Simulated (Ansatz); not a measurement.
Levels about the gap of amorphous Hf18O36H (55 atoms in a cell of 704 Å³, 8.94 g/cm³; zone centre alone, so wide bands show as single levels with stretches between that a denser mesh fills), at the geometry that PBE relaxed, where it gives 1.3 GPa on a denser mesh. The participation number counts the atoms over which a state spreads; weights are charges in smoothed Voronoi cells. The levels come from a single point, so bond lengths are those of that geometry. Method of the levels: PBE, scalar-relativistic without spin-orbit coupling (Ansatz, a quantum-chemistry and plane-wave program). Sampling: the zone centre alone; Fermi-Dirac width 0.02 eV; collinear spin, started from a total moment of 1 μB (at the end a net moment of 1.0 μB). The usual formal charges leave 1 electrons over, so the level spacing at the Fermi energy parts defect or band states and needn't be the band gap. In the spin-polarised cell the level spacing at the Fermi energy can part levels of unlike spin.

The cell was made by melting and quenching with the CHGNet potential and then relaxed with DFT. O atoms were pushed apart under 1.9 Å during the dynamics, to hinder bonds among them. The hot cell started wider than the set density and was brought back towards it in steps. It is the lowest in DFT energy of 2 quenches. It is a model cell: composition and starting density were chosen by hand, and all elements were melted together. No dispersion term was used. Its density started from a set value of 8.94 and ended at 8.94 g/cm³. Cooling (nominally 630 K/ps over its main leg) ran many orders faster than in experiment, which tends to leave more defects and strain. A cell of this size samples the disorder only roughly. The volume was held where the preparation left it and the shape relaxed, at a PBE pressure of 1.3 GPa. Stress components on the final sampling reach 1.4 GPa. On a 2×2×2 Γ-centred mesh force components of up to 0.25 eV/Å stay, since the relaxation ran on the zone centre alone.

| E - E(highest filled), eV | filling | spin | participation number | largest on | weight O | weight Hf | weight H |
|---|---|---|---|---|---|---|---|
| -3.00 | filled | up | 16.3 | O, 2 neighbours | 0.95 | 0.05 | 0.00 |
| -2.99 | filled | dn | 16.7 | O, 2 neighbours | 0.95 | 0.05 | 0.00 |
| -2.92 | filled | up | 13.9 | O, 4 neighbours | 0.95 | 0.05 | 0.00 |
| -2.92 | filled | dn | 14.9 | O, 4 neighbours | 0.95 | 0.05 | 0.00 |
| -2.92 | filled | up | 22.2 | O, 2 neighbours | 0.95 | 0.05 | 0.00 |
| -2.91 | filled | dn | 24.0 | O, 2 neighbours | 0.95 | 0.05 | 0.00 |
| 0.00 | filled | up | 7.1 | Hf, 6 neighbours | 0.40 | 0.60 | 0.00 |
| 0.90 | empty | dn | 15.7 | Hf, 6 neighbours | 0.43 | 0.56 | 0.00 |
| 1.42 | empty | up | 28.3 | Hf, 6 neighbours | 0.43 | 0.57 | 0.00 |
| 1.50 | empty | dn | 19.8 | Hf, 7 neighbours | 0.40 | 0.59 | 0.00 |
| 1.51 | empty | up | 17.9 | Hf, 7 neighbours | 0.38 | 0.62 | 0.00 |
| 1.57 | empty | dn | 18.1 | Hf, 6 neighbours | 0.38 | 0.62 | 0.00 |
| 1.59 | empty | up | 21.4 | Hf, 6 neighbours | 0.39 | 0.61 | 0.00 |
| 1.62 | empty | up | 29.1 | Hf, 6 neighbours | 0.41 | 0.59 | 0.00 |

Most localised among these is the filled level at +0.00 eV, on a Hf atom, which has 6 neighbours (O 2.03 Å, O 2.08 Å, O 2.11 Å, O 2.13 Å, O 2.17 Å, O 2.43 Å).
